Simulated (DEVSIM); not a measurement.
GaAs p-n junction from an implanted or diffused profile

System: GaAs p-n junction from an implanted or diffused profile, at 400 K.

| layer (left to right) | material | thickness (μm) | Nd (cm⁻³) | τn (s) | τp (s) |
|---|---|---|---|---|---|
| 1 | GaAs | 150 | 6.6e15 | 7.2e-10 | 7.2e-10 |

Added acceptor profile: 2.6e17 cm⁻³ × exp(−(x − 0.054 μm)²/(2·(0.07 μm)²)). Left contact: ohmic. Right contact: ohmic. Voltage is applied to the left contact. Recombination: SRH at mid-gap, Auger. Mobility is μmin + (μ − μmin)/(1 + (N/Nref)^α).

The device is made up for the run: typed textbook-type constants, with dimensions and the other settings drawn at random. Values at 300 K; Nc and Nv go as T^1.5, mobilities as T to minus their exponent, the gap by Varshni's rule with the affinity fixed.

| parameter | GaAs |
|---|---|
| gap (eV) | 1.424 |
| affinity (eV) | 4.07 |
| permittivity | 12.9 |
| Nc (cm⁻³) | 4.7e17 |
| Nv (cm⁻³) | 9e18 |
| μn (cm²/Vs) | 8500 |
| μp (cm²/Vs) | 400 |
| μn,min | 500 |
| μp,min | 20 |
| Nref,n | 6e16 |
| Nref,p | 1.5e17 |
| αn | 0.39 |
| αp | 0.38 |
| T exponent of μn | 2.1 |
| T exponent of μp | 2.2 |
| Cn (cm⁶/s) | 1e-30 |
| Cp (cm⁶/s) | 1e-30 |
| Varshni α (eV/K) | 0.000541 |
| Varshni β (K) | 204 |

DEVSIM, 1D drift-diffusion, Boltzmann statistics, complete ionisation; no tunnelling, impact ionisation, image-force lowering or self-heating.

```
Item                                            Result
---------------------------------------------  -------
Potential step across the device at zero bias  1.067 V
Dark forward voltage at 1 A/cm²                0.750 V
Dark forward voltage at 100 A/cm²              1.337 V
```

Dark reverse current:

```json
[
 {"V (V)": "-0.20", "J (A/cm²)": "-5.9e-6"},
 {"V (V)": "-0.50", "J (A/cm²)": "-1.2e-5"},
 {"V (V)": "-1.00", "J (A/cm²)": "-2.0e-5"},
 {"V (V)": "-1.50", "J (A/cm²)": "-2.6e-5"},
 {"V (V)": "-2.00", "J (A/cm²)": "-3.2e-5"},
 {"V (V)": "-3.00", "J (A/cm²)": "-4.2e-5"},
 {"V (V)": "-4.00", "J (A/cm²)": "-5.1e-5"},
 {"V (V)": "-5.00", "J (A/cm²)": "-5.8e-5"},
 {"V (V)": "-6.50", "J (A/cm²)": "-6.9e-5"},
 {"V (V)": "-8.00", "J (A/cm²)": "-7.8e-5"},
 {"V (V)": "-10.00", "J (A/cm²)": "-9.0e-5"}
]
```

Small-signal capacitance in reverse bias (quasi-static):

| V (V) | C (nF/cm²) |
|---|---|
| -0.2 | 21.6 |
| -0.5 | 19.3 |
| -1 | 16.7 |
| -1.5 | 15.0 |
| -2 | 13.7 |
| -3 | 11.9 |
| -4 | 10.6 |
| -5 | 9.73 |
| -6.5 | 8.72 |
| -8 | 7.97 |
| -10 | 7.22 |
